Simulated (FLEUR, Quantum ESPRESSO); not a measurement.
A FLEUR input for a self-consistent single point of SnHgF₆ (R-3, 8 atoms in the cell) (DFT, PBEsol, all-electron FLAPW (FLEUR), scalar-relativistic valence):

Input of the input generator:

```
SnHgF6
&input film=f /
2.5626068488 1.4795219889 4.9974739304
-2.5626068488 1.4795219889 4.9974739304
-0.0000000000 -2.9590432730 4.9974741391
1.8897261246
1.0 1.0 1.0

8
50 0.0000000000 0.0000000000 0.0000000000
80 0.5000000000 0.5000000000 0.5000000000
9 0.0690000000 0.3865200000 0.7719400000
9 0.9310000000 0.6134800000 0.2280600000
9 0.7719400000 0.0690000000 0.3865200000
9 0.2280600000 0.9310000000 0.6134800000
9 0.3865200000 0.7719400000 0.0690000000
9 0.6134800000 0.2280600000 0.9310000000

&comp jspins=1 /
&exco xctyp='PBEs' /
&kpt div1=5 div2=5 div3=5 /
&end /
```

```xml
<?xml version="1.0" encoding="UTF-8" standalone="no"?>
<fleurInput fleurInputVersion="0.39">
   <comment>
      SnHgF6                                                                                              
   </comment>
   <calculationSetup>
      <cutoffs Kmax="4.7" Gmax="18.8" GmaxXC="18.8" numbands="0"/>
      <scfLoop itmax="100" minDistance="0.00001" maxIterBroyd="15" imix="Anderson" alpha="0.05" precondParam="0.0" spinf="2.0"/>
      <coreElectrons ctail="T" frcor="F" kcrel="0" coretail_lmax="0"/>
      <xcFunctional name="PBEs" relativisticCorrections="F"/>
      <magnetism jspins="1"/>
      <soc l_soc="F" theta="0.0" phi="0.0" spav="F"/>
      <expertModes spex="0" secvar="F"/>
      <geometryOptimization l_f="T" forcealpha="1.0" forcemix="BFGS" epsdisp="0.00001" epsforce="0.00001"/>
      <ldaU l_linMix="F" mixParam="0.05" spinf="1.0"/>
   </calculationSetup>
   <cell>
      <bzIntegration valenceElectrons="74.0" mode="hist" fermiSmearingEnergy="0.00036749">
         <kPointListSelection listName="default-1"/>
         <!-- k-points included here -->
         <xi:include xmlns:xi="http://www.w3.org/2001/XInclude" href="kpts.xml"> </xi:include>
      </bzIntegration>
      <!-- symmetry operations included here -->
      <xi:include xmlns:xi="http://www.w3.org/2001/XInclude" href="sym.xml"> </xi:include>
      <bulkLattice scale="1.0">
         <bravaisMatrix>
            <row-1>    4.8426251092562413     2.7958913543444810     9.4438570432843214</row-1>
            <row-2>   -4.8426251092562413     2.7958913543444810     9.4438570432843214</row-2>
            <row-3>    0.0000000000000000    -5.5917813768099895     9.4438574376701645</row-3>
         </bravaisMatrix>
      </bulkLattice>
   </cell>
   <atomSpecies>
      <species name="Tin (Sn)" element="Sn" atomicNumber="50">
         <mtSphere radius="2.23" gridPoints="771" logIncrement="0.017"/>
         <atomicCutoffs lmax="8" lnonsphr="6"/>
         <electronConfig flipSpins="F">
            <coreConfig>(1s1/2) (2s1/2) (2p1/2) (2p3/2) (3s1/2) (3p1/2) (3p3/2) (4s1/2) (3d3/2) (3d5/2) (4p1/2) (4p3/2)</coreConfig>
            <valenceConfig>(5s1/2) (4d3/2) (4d5/2) (5p1/2) (5p3/2)</valenceConfig>
            <stateOccupation state="(5p1/2)" spinUp="0.3333333333333" spinDown="0.3333333333333"/>
            <stateOccupation state="(5p3/2)" spinUp="0.6666666666667" spinDown="0.6666666666667"/>
         </electronConfig>
         <energyParameters s="5" p="5" d="5" f="4"/>
         <lo type="SCLO" l="2" n="4" eDeriv="0"/>
      </species>
      <species name="Mercury (Hg)" element="Hg" atomicNumber="80">
         <mtSphere radius="2.68" gridPoints="925" logIncrement="0.015"/>
         <atomicCutoffs lmax="10" lnonsphr="8"/>
         <electronConfig flipSpins="F">
            <coreConfig>(1s1/2) (2s1/2) (2p1/2) (2p3/2) (3s1/2) (3p1/2) (3p3/2) (4s1/2) (3d3/2) (3d5/2) (4p1/2) (4p3/2) (5s1/2) (4d3/2) (4d5/2) (4f5/2) (4f7/2)</coreConfig>
            <valenceConfig>(5p1/2) (5p3/2) (6s1/2) (5d3/2) (5d5/2)</valenceConfig>
         </electronConfig>
         <energyParameters s="6" p="6" d="5" f="5"/>
         <lo type="SCLO" l="1" n="5" eDeriv="0"/>
         <lo type="HELO" l="2" n="6" eDeriv="0"/>
      </species>
      <species name="Fluorine (F)" element="F" atomicNumber="9">
         <mtSphere radius="1.26" gridPoints="437" logIncrement="0.024"/>
         <atomicCutoffs lmax="6" lnonsphr="4"/>
         <electronConfig flipSpins="F">
            <coreConfig>(1s1/2)</coreConfig>
            <valenceConfig>(2s1/2) (2p1/2) (2p3/2)</valenceConfig>
            <stateOccupation state="(2p1/2)" spinUp="0.8333333333333" spinDown="0.8333333333333"/>
            <stateOccupation state="(2p3/2)" spinUp="1.6666666666667" spinDown="1.6666666666667"/>
         </electronConfig>
         <energyParameters s="2" p="2" d="3" f="4"/>
      </species>
   </atomSpecies>
   <atomGroups>
      <atomGroup species="Tin (Sn)">
         <relPos label="                   1">.0000000000 .0000000000 .0000000000</relPos>
         <force calculate="T" relaxXYZ="TTT"/>
      </atomGroup>
      <atomGroup species="Mercury (Hg)">
         <relPos label="                   2">1.000/2.000 1.000/2.000 1.000/2.000</relPos>
         <force calculate="T" relaxXYZ="TTT"/>
      </atomGroup>
      <atomGroup species="Fluorine (F)">
         <relPos label="                   3">.0690000000 .3865200000 -.2280600000</relPos>
         <relPos label="                   4">-.0690000000 -.3865200000 .2280600000</relPos>
         <relPos label="                   5">-.2280600000 .0690000000 .3865200000</relPos>
         <relPos label="                   6">.2280600000 -.0690000000 -.3865200000</relPos>
         <relPos label="                   7">.3865200000 -.2280600000 .0690000000</relPos>
         <relPos label="                   8">-.3865200000 .2280600000 -.0690000000</relPos>
         <force calculate="T" relaxXYZ="TTT"/>
      </atomGroup>
   </atomGroups>
   <output dos="F" band="F" slice="F">
      <checks vchk="F" cdinf="F"/>
      <bandDOS minEnergy="-.5*Htr" maxEnergy="0.5*Htr" sigma="0.015" storeEVData="T"/>
      <vacuumDOS vacdos="F" integ="F" star="F" nstars="0" locx1="0.0" locy1="0.0" locx2="0.0" locy2="0.0" nstm="0" tworkf="0.0"/>
      <unfoldingBand unfoldBand="F" supercellX="1" supercellY="1" supercellZ="1"/>
      <plotting iplot="0" polar="F">
         <plot TwoD="T" vec1="  1.0  0.0  0.0" vec2="  0.0  1.0  0.0" vec3="  0.0  0.0  1.0" zero="  0.0  0.0  0.0" file="plot"/>
      </plotting>
      <chargeDensitySlicing numkpt="0" minEigenval="0.0" maxEigenval="0.0" nnne="0" pallst="F"/>
      <specialOutput eonly="F"/>
      <magneticCircularDichroism mcd="F" energyLo="-10.0" energyUp="0.0"/>
   </output>
  <!-- We include the file relax.xml here to enable relaxations (see documentation) -->
  <xi:include xmlns:xi="http://www.w3.org/2001/XInclude" href="relax.xml"> <xi:fallback/> </xi:include>
</fleurInput>
```

Task: Translate this input to Quantum ESPRESSO.

Result: This is the input that was run; spellings and numerical settings could be chosen otherwise.

```fortran
&control
   calculation = 'scf'
   prefix = 'run'
   outdir = './tmp/'
   pseudo_dir = './'
   tprnfor = .true.
   tstress = .true.
/
&system
   ibrav = 0
   nat = 8
   ntyp = 3
   ecutwfc = 40
   ecutrho = 200
   occupations = 'smearing'
   smearing = 'fd'
   degauss = 0.000734986
/
&electrons
   conv_thr = 1.0e-11
/
ATOMIC_SPECIES
Sn   118.7100  sn_pbesol_v1.4.uspp.F.UPF
Hg   200.5920  hg_pbesol_v1.uspp.F.UPF
F     18.9984  f_pbesol_v1.4.uspp.F.UPF
ATOMIC_POSITIONS crystal
Sn    0.000000000    0.000000000    0.000000000
Hg    0.500000000    0.500000000    0.500000000
F     0.069000000    0.386520000    0.771940000
F     0.931000000    0.613480000    0.228060000
F     0.771940000    0.069000000    0.386520000
F     0.228060000    0.931000000    0.613480000
F     0.386520000    0.771940000    0.069000000
F     0.613480000    0.228060000    0.931000000
K_POINTS automatic
5 5 5  0 0 0
CELL_PARAMETERS angstrom
   2.562606849     1.479521754     4.997474000
  -2.562606849     1.479521754     4.997474000
   0.000000000    -2.959043508     4.997474000
```

Basis, cutoffs, solver keys and any potentials are the target program's own. This input uses DFT, PBEsol, plane waves, GBRV 1.5 ultrasoft (PBESOL) pseudopotentials.

The starting cell comes from a database of computed structures (which also holds hypothetical and non-ambient phases and stackings), without a prior relaxation at this level. For this run, on top of that: lattice scaled by 0.98.
